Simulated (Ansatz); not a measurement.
System: rock-salt NaH. Method: PBE-D3(BJ) in Ansatz (plane waves, PAW).

Settings: plane-wave cutoff 520 eV, 12×12×12 k mesh, Fermi–Dirac smearing 0.01 eV, scalar-relativistic PAW data made under PBE.

Energies at three volumes about the minimum:

| V (Å³/atom) | E − E_lowest (meV/atom) |
|---|---|
| 12.880 | 0.38 |
| 13.143 | 0.00 |
| 13.406 | 0.47 |

Q: Fit a parabola by hand: where is the minimum, what lattice constant follows, and what is the bulk modulus?

A: Slopes: (0.00 − 0.38)/(13.143 − 12.880) = -1.445 and (0.47 − 0.00)/(13.406 − 13.143) = 1.787 meV/Å³. Curvature E″ = 2 × (1.787 − (-1.445))/(13.406 − 12.880) = 12.289 meV/Å⁶. From the middle of the first interval, the slope vanishes at V0 = 13.0115 − (-1.445)/12.289 = 13.129 Å³/atom. B = V0 E″ = 13.129 × 12.289 meV/Å³ × 0.1602 GPa per meV/Å³ = 25.8 GPa. With 8 atoms in the cube, a = (8 × 13.129)^(1/3) = 4.718 Å. The full Birch–Murnaghan fit to all volumes gives V0 = 13.125 Å³/atom and B0 = 26.0 GPa.

Measured, for comparison: bulk modulus 19.4 ± 2 GPa (room temperature, not corrected to a static lattice; as tabulated in High-pressure studies of NaH to 54 GPa); lattice constant a 4.872 Å (room temperature, not corrected to a static lattice, our sources range from 4.872 to 4.880; as tabulated in Thermodynamic Modeling of Hydrogen Storage Capacity in Mg-Na Alloys). Computed (rounded) less measured: bulk modulus +34 % (against room or unstated temperature, where such soft solids are markedly softer).

Ansatz is an electronic-structure program.
